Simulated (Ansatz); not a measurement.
# InSb: strain along the normal

InSb (zinc blende, F-43m, 33.537 Å³/atom at rest) under an equal strain ε in the (001) plane with the normal axis free, as in a coherent film. LDA in Ansatz, a plane-wave DFT program (PAW, default set), 420 eV, 13×13×13 Γ-centred mesh, Fermi-Dirac smearing 0.05 eV; ions are relaxed within the symmetry of each cell.

Here s stands for strain and y for normal strain.

| strain (%) | normal strain (%) |
|---|---|
| -3.00 | ? |
| -1.50 | 1.65 |
| -1.00 | 1.10 |
| -0.50 | 0.55 |
| 0.00 | 0.00 |
| 0.50 | -0.56 |
| 1.00 | -1.12 |
| 1.50 | -1.68 |

Problem. Fit y against s with a straight line, and predict the withheld value at s = -3.00.

Solution. Means: s 0, y -0.009. About the means, the sum of products is -7.7700 and the sum of squares of s is 7.0000; the slope is their ratio. Least squares gives y = -0.009 - 1.1100·s. Residuals (row less fit): -0.006, -0.001, 0.004, 0.009, 0.004, -0.001, -0.006; standard error 0.006 (degrees of freedom: 5). The slope, -1.11 ± 0.00, is the elastic response of the normal axis, −2C12/C11 for this plane. At the withheld row, y = -0.009 - 1.1100 × (-3.0) = 3.321%. The calculation gives 3.27%, 0.051% below the prediction (1.0 % of the range of y in the table). The row lies outside the fitted rows, so this is an extrapolation. From the scatter of the fitted rows alone, a prediction at this place has a standard error of 0.010%, so the miss is 5.1 times that.

One order more, fitted to all 13 runs of the series, follows each within 0.01, so the miss is the next term of a smooth law. This level leaves no gap over 0.05 eV at strain -3.00, -1.50, -1.00, -0.50, 0.00, 0.50, where the mesh may be coarse. Rows are the converged runs of the series near zero and its far end; series whose fitted rows scatter by over a few per cent of the range, as at a crossing or softening among them, aren't shown in this form. Most that stay on the fit to the last digits aren't either.
